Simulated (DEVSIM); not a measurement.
System: abrupt GaAs n-p junction, at 300 K.

| layer (left to right) | material | thickness (μm) | Nd (cm⁻³) | Na (cm⁻³) | τn (s) | τp (s) |
|---|---|---|---|---|---|---|
| 1 | GaAs | 0.170 | 1.6e16 | - | 4.2e-8 | 4.2e-8 |
| 2 | GaAs | 0.400 | - | 1e15 | 4.2e-8 | 4.2e-8 |

Left contact: ohmic. Right contact: ohmic. Voltage is applied to the left contact. Recombination: SRH at mid-gap, Auger. Mobility is μmin + (μ − μmin)/(1 + (N/Nref)^α).

This is a model device: material constants are rounded textbook-type values typed into the input, and sizes, dopings and lifetimes were drawn at random. Values at 300 K.

```csv
parameter,GaAs
gap (eV),1.424
affinity (eV),4.07
permittivity,12.9
Nc (cm⁻³),4.7e17
Nv (cm⁻³),9e18
μn (cm²/Vs),8500
μp (cm²/Vs),400
"μn,min",500
"μp,min",20
"Nref,n",6e16
"Nref,p",1.5e17
αn,0.39
αp,0.38
Cn (cm⁶/s),1e-30
Cp (cm⁶/s),1e-30
```

Model (solved in DEVSIM): 1D drift-diffusion, Boltzmann statistics, complete ionisation; no tunnelling, impact ionisation, image-force lowering or self-heating.

### Question
Tabulate band edges, carrier densities and field at -1.05 V on the left contact.

### Answer
Energies count from the Fermi level of the right contact; mesh points crowd at the junctions.

```csv
x (μm),Ec (eV),Ev (eV),n (cm⁻³),p (cm⁻³),field (V/cm)
0.000,1.137,-0.287,1.6e16,< 1e2,≈ 0
0.01013,1.137,-0.287,1.6e16,7.3e12,≈ 0
0.02329,1.137,-0.287,1.6e16,1.7e13,26
0.04037,1.137,-0.287,1.6e16,2.9e13,85
0.07131,1.138,-0.286,1.5e16,5.2e13,330
0.09803,1.140,-0.284,1.4e16,7.5e13,840
0.1224,1.143,-0.281,1.2e16,1.0e14,1800
0.1464,1.149,-0.275,9.8e15,1.5e14,3400
0.1596,1.154,-0.270,7.9e15,1.9e14,4800
0.1698,1.159,-0.265,6.3e15,2.5e14,6100
0.1791,1.165,-0.259,5.1e15,3.1e14,5300
0.2008,1.175,-0.249,3.4e15,4.7e14,3800
0.2229,1.182,-0.242,2.5e15,6.4e14,2800
0.2534,1.189,-0.235,1.8e15,8.5e14,1800
0.3129,1.195,-0.229,1.1e15,1.1e15,620
0.3700,1.197,-0.227,8.1e14,1.3e15,25
0.4327,1.196,-0.228,5.5e14,1.2e15,-340
0.4780,1.194,-0.230,3.8e14,1.2e15,-500
0.5198,1.192,-0.232,2.1e14,1.1e15,-600
0.5412,1.190,-0.234,1.3e14,1.1e15,-620
0.5567,1.190,-0.235,5.9e13,1.0e15,-640
0.5700,1.189,-0.235,< 1e2,1.0e15,-640
```
